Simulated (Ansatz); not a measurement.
An Ansatz (an electronic-structure program) run: hypothetical diamond Al with a change (biaxial strain +2.26 %, plane normal [001], relaxed out of plane); PBEsol/PAW in Ansatz, no spin-orbit coupling.

Input:

Ansatz 0.2 input:
```yaml
crystal:
  lattice:
    - [4.3366892701, 0, 0]
    - [0, 4.3366892701, 0]
    - [2.168344635, -2.168344635, 2.9648454075]
  atoms:
    - { symbol: Al, position: [0.25, 0.25, 0.5] }
    - { symbol: Al, position: [0.5, 0.5, 1] }
basis: { ecutwfc: 420, ecutrho_ratio: 4, xc_grid: 2, fft_grid_basis: typed }
kpoints: { mp_grid: { grid: [17, 17, 17] } }
hamiltonian:
  xc: pbesol
  dispersion: none
  pseudopotentials: { kind: paw }
scf: { occupations: { method: fermi_dirac, width: 0.1 } }
relax: { f_tol: 0.005, max_steps: 50, cell: { stress_tol: 0.01, fix: [a, b, gamma] } }
output: { forces: true, stress: true }
checkpoint: { write: state.ck, write_every: 1000 }
```

Output (explanatory and most iteration lines left out):

```
Relaxation: its limit of steps is 50 (relax.max_steps)
Pseudopotential: Al, paw, valence charge 3
Crystal: 2 atoms, lattice volume = 55.759 Å³
Basis set: ecut = 420 eV, 1097 PW (Γ), exchange–correlation on 60×60×60 points (8 copies of the dense FFT grid, shifted against one another)
Bands: 7, of which v1, the nominal top of the filled ones, is band 3 counted from 1 (2 counted from 0)
Symmetry: 16 space group operations
Space group: I41/amd (ITA 141), of the structure as read, at distance tolerance 3.8e-5 Å
k-points: 405 of 4913
Functional: x = pbesol(κ = 0.804, μ = 0.12345679012345678), c = pbesol(β = 0.046)
SCF iter   1: F=—  HF=-1047.438518 eV  |F-HF|=—  |Δ(HF+E_count)|=         —  Δρ=1.30e-3  dr2=1.78e-3  ethr=1.77e-3  ⟨swp⟩=5.6  Hψ=25986  notcnv=0
SCF iter   2: F=—  HF=-1047.438857 eV  |F-HF|=—  |Δ(HF+E_count)|=   3.40e-4  Δρ=8.89e-4  dr2=8.59e-4  ethr=2.97e-5  ⟨swp⟩=1.1  Hψ=6138  notcnv=0
SCF 1 converged in 6 iterations: F = -1047.439231 eV  dr2 = 1.83e-11
relax step   1: F+E_penalty+E_count = -1047.43923062 eV  Δ(F+E_penalty+E_count) = +0.000e0 eV  max|allowed force component| = 9.021e-17 eV/Å  Δτ_max = 0.0000 Å  P = -1.265 GPa  Ω = 55.759 Å³  fix = [a, b, gamma]  reactions: a -1.021, b -1.021 GPa  (6 SCF iters, dr2 threshold 1.00e-7 eV, accepted)
[... steps on the carried basis left out ...]
relax step   7: F+E_penalty+E_count = -1047.46948420 eV  Δ(F+E_penalty+E_count) = -1.884e-5 eV  max|allowed force component| = 6.245e-17 eV/Å  Δτ_max = 0.0000 Å  P = +2.497 GPa  Ω = 50.349 Å³  energy of the carried Pulay correction = +1.349e-5 eV  fix = [a, b, gamma]  reactions: a +3.746, b +3.746 GPa  (4 SCF iters, dr2 threshold 1.56e-9 eV, accepted)
Crystal: 2 atoms, lattice volume = 50.349 Å³
SCF iter   1: F=—  HF=-1047.469469 eV  |F-HF|=—  |Δ(HF+E_count)|=         —  Δρ=1.01e-6  dr2=5.38e-11  ethr=2.50e-8  ⟨swp⟩=3.0  Hψ=34193  notcnv=0
SCF iter   2: F=—  HF=-1047.469471 eV  |F-HF|=—  |Δ(HF+E_count)|=   1.26e-6  Δρ=5.05e-7  dr2=1.21e-11  ethr=8.96e-13 (applied; sched 1.00e-12)  ⟨swp⟩=2.8  Hψ=4957  notcnv=0
SCF 8 converged in 3 iterations: F = -1047.469471 eV  dr2 = 2.61e-13
SCF converged after 3 iterations
Free energy (F): -1047.469471 eV
Internal energy: -1047.422511 eV  (E = F + TS)
E sigma→0 (E₀):  -1047.445991 eV
Entropy (-TS):   -0.046960 eV (-23.480 meV/atom)
Fermi energy:    3.360273 eV
--- Forces (eV/Å), atoms counted from 1 ---
  atom   1  Al     0.00000000     0.00000000     0.00000000
  atom   2  Al    -0.00000000    -0.00000000    -0.00000000
--- Stress (GPa, compression-positive) ---
        3.745662       0.000000       0.000000
        0.000000       3.745662      -0.000000
        0.000000      -0.000000      -0.000246
  P = ⅓ Tr σ = 2.4970 GPa (24.970 kbar)
--- Relaxed structure (6 steps of the walk, 6 accepted, 2 SCFs on fresh bases) ---
  cell:  # Å, volume = 50.3489 Å³
    - [4.3366892701, 1.5417892044632725e-22, 3.656760370968053e-11]
    - [1.5417912650541827e-22, 4.3366892701, -3.656762814700474e-11]
    - [2.168344635027426, -2.168344635027426, 2.6771538178074716]
  atoms:
    - { symbol: Al, position: [0.25, 0.25000000000000006, 0.49999999999999994] }
    - { symbol: Al, position: [0.5, 0.5000000000000001, 0.9999999999999999] }
```

No phonon test of stability was made. Under biaxial strain +2.26 %, plane normal [001], relaxed out of plane the cell ends below the base's energy or with stress of the wrong sign: the atoms slid into a distortion or the cell is elastically unstable, so the base is not a stable minimum at this level. The cell was made from Al in the diamond structure (space group Fd-3m, No. 227; a hypothetical phase, not in the database extracts checked) by this change: biaxial strain +2.26 %, plane normal [001], relaxed out of plane.
